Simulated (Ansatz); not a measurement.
## MnSi, pressure series

Start from MnSi (space group P2_13, No. 198; a = 4.518 Å; ferromagnetic).

Cell and atoms are relaxed at each pressure.

All numbers come from PBE in Ansatz (plane waves to 420 eV, PAW, no spin-orbit coupling).

| pressure (GPa) | volume per atom (Å³/atom) |
|---|---|
| -2 | 11.639 |
| -1 | 11.581 |
| 0 | 11.525 |
| 0.9 | 11.475 |
| 2.1 | 11.411 |
| 4.5 | ? |
| 15 | 10.811 |
| 22.5 | 10.524 |
| 30 | 10.272 |

### Question
Fit the third-order Birch–Murnaghan form P(V) = (3B₀/2)[(V₀/V)^(7/3) − (V₀/V)^(5/3)]·[1 + (3/4)(B₀′ − 4)((V₀/V)^(2/3) − 1)] (squares taken in P) to the rows shown and predict the withheld row.

### Answer
Least squares on the printed values gives V₀ = 11.525 Å³/atom, B₀ = 206 GPa, B₀′ = 4.1; this predicts 11.286 Å³/atom, and the run gives 11.286 Å³/atom, in agreement.

Other magnetic orders, which the real material may have, were not ruled out. Load acts through the strain it causes; cell and atoms are relaxed under it. Stability against distortions was not tested. Competing high-pressure phases were not computed.

Ansatz is a first-principles code.
